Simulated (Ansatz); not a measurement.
Defect: interstitial C in 4H silicon carbide, charge state +2. The step: a concerted move, in which C travels most (a rearrangement that moves the defect's centre by under 1 Å); the atom moves 1.00 Å along (0.32, 0.00, 0.00) of the unit cell; the moving atom starts with neighbours C at 1.26; 2 Si at 1.87 Å and ends with C at 1.26; 2 Si at 1.87 Å. DFT values are from Ansatz (plane-wave PAW, 420 eV unless said) in a cell of 72 host sites, spin-restricted, static, with no finite-size correction. The charge state is imposed; whether it is stable for some Fermi level was not computed. Sites that were not tried may lie lower. For the PBE band: the saddle point's order was not checked, and it lies on a symmetry element of the cell, where a band can be held.

| Level | Forward barrier (eV) | Cost of the band or of the saddle's single point |
|---|---|---|
| CHGNet universal potential (has no charge state), its own band | 0.09 | - |
| PBE, the Γ point alone, band relaxed | 0.29 | about 8 core-minutes (a rough figure) |
| PBE, a 2×2×2 k-point mesh shifted by half a step along c, same geometries | 0.22 | roughly 80 core-seconds |
| r2SCAN at 500 eV, the Γ point alone, same geometries | [?] | roughly 50 core-seconds |

Task: Complete the blanks.

Result: 
- r2SCAN at 500 eV, the Γ point alone, same geometries, Forward barrier (eV): 0.34

At the Γ point alone and the same geometries, HSE06 less PBE is -0.061 eV for this barrier.

Ansatz is a program for electronic structure.
